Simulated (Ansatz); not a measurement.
Effect of isotropic strain +2.33 % on TaN

Start from TaN (space group P6/mmm, No. 191; a = 5.2017 Å, c = 2.9061 Å).

Modification: the cell is scaled by 1.0233 in all directions, atoms relaxed at fixed cell.

Level of theory: Ansatz (an electronic-structure program), PBEsol, PAW, cutoff 420 eV, no SOC. Settings: 10×10×16 k-points, 0.05 eV Fermi–Dirac smearing.

The space group stays P6/mmm (No. 191) and the shortest interatomic distance rises by 0.0487 Å, from 2.090 Å to 2.138 Å. The energy grows by 52 meV/atom and the pressure (mean of the normal stresses, compression positive) goes from zero to -19.1 GPa. The band gap remains zero.

Final structure:

```
TaN
1.0
    5.32286     0.00000     0.00000
   -2.66143     4.60973     0.00000
    0.00000     0.00000     2.97385
Ta N
3 3
Cartesian
  0.00000   0.00000   0.00000
  0.00000   3.07315   1.48693
  2.66143   1.53658   1.48693
  2.66143   0.00000   0.00000
  1.33072   2.30487   0.00000
 -1.33072   2.30487   0.00000
```

Cost of the whole job for the changed cell (relaxation, final SCF and bands): very roughly 30 core-seconds.

No phonon test of stability was made. All final runs are without spin polarisation. This is not the structure that TaN has at room temperature and ambient pressure.
